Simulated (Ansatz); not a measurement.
Ga_P in zinc-blende GaP: one set of geometries, relaxed with PBE, evaluated in Ansatz (PAW, plane waves to 420 eV, 500 eV under r2SCAN) with PBE, r2SCAN.

Set-up: 64-site cell; 2×2×2 shifted k-points; start: the P site; charged states image-corrected; not converged in cell size.

```csv
quantity,PBE,r2SCAN
host gap (eV),1.57,?
ε(−1/−2) above the VBM (eV),0.86,?
largest moment on one atom at charge −1 (μB),0.08,?
```

Question: Given the lower rungs, what does r2SCAN give?

Answer: 
- host gap (eV), r2SCAN: 1.89
- ε(−1/−2) above the VBM (eV), r2SCAN: 0.95
- largest moment on one atom at charge −1 (μB), r2SCAN: 0.09

Ansatz is an electronic-structure program.
